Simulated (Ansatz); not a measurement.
**MgS: response to strain**

The reference is MgS in the rock salt structure (space group Fm-3m, No. 225; a = 5.2030 Å). Axes: x, y, z lie along the cube axes.

Strains are applied to the cell and any free atomic positions relax; under biaxial strain the out-of-plane vector relaxes too.

The values are results of Ansatz (an electronic-structure program), r2SCAN, PAW, cutoff 500 eV, without spin-orbit coupling, not measurements.

```csv
"biaxial strain, plane normal [001], relaxed out of plane (%)",band gap (eV)
0,3.46
0.5,3.41
1,?
1.5,3.31
2,3.26
2.5,3.22
3,3.17
```

Task: Fit E_g = E₀ + Dε (ε in %) to the rows shown and predict the withheld row.

Result: Least squares on the printed values gives E₀ = 3.46 eV, D = -96.5 meV per % of strain (largest residual 0.00 eV); this predicts 3.36 eV, and the run gives 3.36 eV, in agreement.

Stability against distortions was not tested.
